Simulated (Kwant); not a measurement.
Kwant, Hückel tight-binding model, one pz orbital an atom, one spin, coherent transport at 0 K. Conductance is in e²/h.

Device: π system c1cc2ccc3cccc4ccc(c1)c2c34 between two chain leads. The π system is taken as planar. Atoms are numbered from 0 in the order of the SMILES. Site energies (eV, carbon 0): [0.0, 0.0, 0.0, 0.0, 0.0, 0.0, 0.0, 0.0, 0.0, 0.0, 0.0, 0.0, 0.0, 0.0, 0.0, 0.0]. Bonds (i, j, β in eV): (0,1,-2.7) (1,2,-2.7) (2,3,-2.7) (3,4,-2.7) (4,5,-2.7) (5,6,-2.7) (6,7,-2.7) (7,8,-2.7) (8,9,-2.7) (9,10,-2.7) (10,11,-2.7) (11,12,-2.7) (12,13,-2.7) (12,14,-2.7) (14,15,-2.7) (13,0,-2.7) (14,2,-2.7) (15,5,-2.7) (15,9,-2.7). Leads: chains of hopping −4.1 eV, joined by −0.81 eV to atoms 1 and 13.

Site energies and bond integrals are typed Hückel values.

Sweep values stay those of the base run.

One input was changed, with this effect: transmission at E = 0 < 1e-12 → 0.0097.

Task: Which change was it?
(A) contacts moved from atoms [1, 13] to [3, 4]
(B) contacts moved from atoms [1, 13] to [0, 4]
(C) contacts moved from atoms [1, 13] to [1, 10]
(D) contacts moved from atoms [1, 13] to [0, 1]
(E) contacts moved from atoms [1, 13] to [1, 6]
(F) contacts moved from atoms [1, 13] to [0, 6]

Result: A, contacts moved from atoms [1, 13] to [3, 4]
